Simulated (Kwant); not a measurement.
System: zigzag graphene ribbon with Haldane second-neighbour hopping. 11 zigzag chains, bond 0.142 nm, hopping 2.7 eV, scattering region 5 nm long; sites with one neighbour are removed; energy swept from -2.19 to 2.19 eV from the neutrality point. Second-neighbour term iλ/(3√3) ν with λ = 0.76 eV, a model term that the material doesn't have.

The device is made up for the run: typed textbook-type constants, with dimensions and the other settings drawn at random.

Model: nearest-neighbour tight-binding model of a honeycomb sheet with an imaginary second-neighbour term, one spin, coherent transport at 0 K (Kwant). Conductance is in e²/h.

### Question
Is the sheet in its topological phase, how wide is its bulk gap, and what conductance is due inside it?

### Answer
At the two valleys the masses are λ ± Δ = 0.760 and 0.760 eV; the bulk gap is 2|λ − Δ| = 1.52 eV. λ > Δ, so the phase is topological, with edge channels that give G = 1. Simulated at 0.292 eV: 1.00 e²/h.
